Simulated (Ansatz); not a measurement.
Hf, pressure series

Start from Hf in the hcp (Mg type) structure (space group P6_3/mmc, No. 194; a = 3.159 Å, c = 5.000 Å).

Cell and atoms are relaxed at each pressure.

Calculations: Kohn–Sham DFT with the PBEsol functional, run in Ansatz (an electronic-structure program) with PAW and 420 eV plane waves, no SOC.

Candidates:
(a) pressure −2 GPa
(b) pressure 18 GPa
(c) pressure 60 GPa

For the base:

```
Property   Result
---------  ------
c/a ratio   1.583
```

Task: Order them by c/a ratio, highest first.

Result: (c) pressure 60 GPa (1.641), (b) pressure 18 GPa (1.595), (a) pressure −2 GPa (1.582)

Load acts through the strain it causes; cell and atoms are relaxed under it. Whether these cells are dynamically stable was not tested. Competing high-pressure phases were not computed. All final runs are without spin polarisation.
